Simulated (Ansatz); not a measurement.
Calculation: PBE (plane waves to 420 eV, PAW; Ansatz, an electronic-structure program).

Planar average of the electrostatic potential across the slab, in eV from the Fermi level, for a constructed model of the (110) surface of bcc Ta, a cell of two sites (a+b, b-a) layer of Pb, one a cell, on the site that continues the host's stacking (bottom of the slab: a bare face, its two planes held):

| z (Å) | V (eV) |
|---|---|
| 3.73 | 4.78 |
| 4.02 | 4.78 |
| 4.31 | 4.77 |
| 4.59 | 4.76 |
| 4.88 | 4.75 |
| 5.17 | 4.72 |
| 5.45 | 4.66 |
| 5.74 | 4.55 |
| 6.03 | 4.33 |
| 6.31 | 3.90 |
| 6.60 | 3.10 |
| 6.89 | 1.62 |
| 7.18 | -1.18 |
| 7.46 | -6.23 |
| 7.75 | -12.80 |
| 8.04 | -18.44 |
| 8.32 | -19.11 |
| 8.61 | -14.17 |
| 8.90 | -7.38 |
| 9.19 | -2.43 |
| 9.47 | -1.39 |
| 9.76 | -4.81 |
| 10.05 | -11.07 |
| 10.33 | -17.39 |
| 10.62 | -19.32 |
| 10.91 | -15.23 |
| 11.19 | -8.47 |
| 11.48 | -3.11 |
| 11.77 | -1.39 |
| 12.06 | -4.22 |
| 12.34 | -10.17 |
| 12.63 | -16.67 |
| 12.92 | -19.32 |
| 13.20 | -15.91 |
| 13.49 | -9.25 |
| 13.78 | -3.55 |
| 14.06 | -1.15 |
| 14.35 | -3.22 |
| 14.64 | -8.73 |
| 14.93 | -15.45 |
| 15.21 | -19.28 |
| 15.50 | -17.07 |
| 15.79 | -10.70 |
| 16.07 | -4.59 |
| 16.36 | -1.40 |
| 16.65 | -2.66 |
| 16.94 | -7.71 |
| 17.22 | -14.47 |
| 17.51 | -19.10 |
| 17.80 | -17.89 |
| 18.08 | -11.88 |
| 18.37 | -5.56 |
| 18.66 | -1.99 |
| 18.94 | -3.03 |
| 19.23 | -8.04 |
| 19.52 | -14.73 |
| 19.81 | -19.22 |
| 20.09 | -17.98 |
| 20.38 | -12.08 |
| 20.67 | -5.63 |
| 20.95 | -1.05 |
| 21.24 | 0.68 |
| 21.53 | -0.23 |
| 21.81 | -3.54 |
| 22.10 | -5.83 |
| 22.39 | -6.52 |
| 22.68 | -6.26 |
| 22.96 | -4.63 |
| 23.25 | -1.10 |
| 23.54 | 1.98 |
| 23.82 | 3.17 |
| 24.11 | 3.76 |
| 24.40 | 4.05 |
| 24.69 | 4.20 |
| 24.97 | 4.26 |
| 25.26 | 4.30 |
| 25.55 | 4.32 |
| 25.83 | 4.32 |
| 26.12 | 4.33 |
| 26.41 | 4.33 |
| 26.69 | 4.33 |

Slab: 13 atoms, 14.6 Å thick at the start; k 11x8x1, smearing 0.1 eV, dipole-corrected; 4 atoms held, the rest relaxed; start symmetry kept, larger cells not searched; no spin, no spin-orbit, no U. It is one candidate, not shown to be the stable structure of the face.

### Question
The surface cell has an area of 15.58 Å². What dipole along the normal does the step between the two vacuum levels imply?

### Answer
the top vacuum level lies 0.45 eV below the bottom one; p = −ε₀ A ΔV (ε₀ = 0.005526 e/(V·Å)) gives 0.04 e·Å a cell.
